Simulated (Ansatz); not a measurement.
# RuPtN2 (model structure, started from the PtCoO2 type, R-3m, No. 166, 4 atoms in the cell)

Method: LDA (Ansatz, a first-principles code, PAW).

Numerical settings: plane-wave cutoff 520 eV, 22×22×22 k mesh, Fermi–Dirac smearing 0.05 eV, no spin polarisation, scalar-relativistic PAW data made under PBE.

Cell (relaxed at this level):

PtRuN2 is modelled in the trigonal space group R-3m, hexagonal axes (No. 166), Pearson symbol hR4. Lattice parameters: a = b = 2.781 Å, c = 19.064 Å, α = β = 90.00°, γ = 120.00°. Ru on 3b is surrounded by 6 N at 2.028 Å (octahedral). Pt on 3a has 2 N at 1.938 Å (linear). N on 6c sees 1 Pt at 1.938 Å and 3 Ru at 2.028 Å. (Neighbours: up to the widest gap in distance over summed covalent radii, below 1.35, at either atom; cation-cation and far metal-metal contacts left out.)
(The calculation used a cell of 4 atoms; values per cell refer to that cell.)

```yaml
bulk modulus B0: 287 GPa
```

Note: the run has no spin polarisation, so it can have missed a magnetic state; the bulk modulus is −V dP/dV from two relaxed cells at ±2 % in volume; the relaxation could raise the start's symmetry but not lower it, so the cell can be a saddle point.

Spin–orbit coupling is not included; it can open a gap where bands touch, and shift volumes and moduli.

The computed numbers hold no vibrational or temperature effects.

Computing time: roughly 8 core-minutes.

A model structure was made by putting elements into a prototype or built by hand; it is no filed structure, need not be a known phase, and can be a saddle point held by its symmetry.
